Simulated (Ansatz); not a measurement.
Take BeS in the zinc blende structure (space group F-43m, No. 216; a = 4.8381 Å) as the base. Axes: x, y, z lie along the cube axes.

Level of theory: PBEsol, PAW, 420 eV (Ansatz, a program for electronic structure; no SOC).

Modification: an isotropic linear strain of +2.00 %; the atoms relax in the strained cell.

Question: Predict the stress tensor and what it implies for the stiffness.

Answer: Stress of the strained cell less that of the base (GPa, compression positive):
```
  -5.16    0.00    0.00
   0.00   -5.16    0.00
   0.00    0.00   -5.16
```

Then B = −ΔP/(ΔV/V₀) with ΔV/V₀ = 0.0612 gives secant stiffness values (nonlinear terms included at this strain): B ≈ 84 GPa.

As a check, the harmonic strain energy −½ V₀ Δσ:ε is 14 meV/atom; the computed energy rise is 15 meV/atom.

Whether these cells are dynamically stable was not tested.
